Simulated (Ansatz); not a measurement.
CsCl-type TiCo: PBE at its full settings (plane-wave cutoff 520 eV, 18×18×18 k mesh, Fermi–Dirac smearing 0.05 eV, no spin polarisation, scalar-relativistic PAW data made under PBE) and at cheaper ones, in a cell of 2 atoms with Γ-centred meshes.

```tsv
level and setting	lattice constant a (Å)	bulk modulus B0 (GPa)
PBE (Ansatz)	2.972	179
PBE (Γ point alone) (Ansatz)	2.799	274
PBE (2×2×2 k mesh) (Ansatz)	2.972	147
PBE (4×4×4 k mesh) (Ansatz)	2.972	181
PBE (6×6×6 k mesh) (Ansatz)	2.973	180
PBE (Fermi-Dirac smearing of 0.3 eV) (Ansatz)	?	?
```

**Question.** Fill in the missing entries.

**Answer.** 
- PBE (Fermi-Dirac smearing of 0.3 eV) (Ansatz, a program for electronic structure), lattice constant a (Å): 2.983
- PBE (Fermi-Dirac smearing of 0.3 eV) (Ansatz), bulk modulus B0 (GPa): 168

Largest shifts from the full settings: lattice constant a -5.82 % (PBE (Γ point alone)), against a difference of -0.77 % of the full result from the reference 2.995 Å (measured, room temperature, no zero-point or thermal correction; as tabulated in Yamada et al. (2019), arXiv:1910.09660); bulk modulus +53 % (PBE (Γ point alone)), against a difference of +16.2 % of the full result from the reference 154 GPa (measured, room temperature, no zero-point or thermal correction; as tabulated in Yamada et al. (2019), arXiv:1910.09660).

Ansatz's density-functional and Hartree–Fock values are scalar-relativistic unless marked +SOC, with PAW data made under PBE.

Run with cheap settings on purpose, which may leave them unconverged: PBE (2×2×2 k mesh), PBE (4×4×4 k mesh), PBE (6×6×6 k mesh), PBE (Fermi-Dirac smearing of 0.3 eV), PBE (Γ point alone).
